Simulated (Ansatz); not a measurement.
The starting structures come from a database of crystals and need not be the phases stable at ambient conditions.

Tunnelling through a barrier is set by its complex band structure: the current falls as exp(−2κd) with the smallest κ.

Data:

```yaml
crystal:
  lattice:
    - [4.25518, 0.00000, 0.00000]
    - [0.00000, 4.25518, 0.00000]
    - [2.12759, 2.12759, 3.07027]
  atoms:
    - { symbol: Cd, position: [0.00000, 0.00000, 0.00000] }
    - { symbol: Se, position: [0.25000, 0.75000, 0.50000] }
```

The cell is strained (lengths across the current scaled by 0.98, ions clamped); by r2SCAN it stands under a pressure of 2.1 GPa.

Transport runs along the normal of the first two printed cell vectors, the (001) (indices of the unstrained crystal) plane of the conventional cell.

The gap is the functional's own. No spin-orbit coupling. Mid-gap values are those at the computed energy nearest the middle.

**Question.** State the band gap and the smallest decay constant κ at mid-gap according to Ansatz (a quantum-chemistry and plane-wave program) with r2SCAN.

**Answer.** Gap 1.10 eV on a 10×10×10 mesh; κ = 0.088 1/Å, at the zone centre.
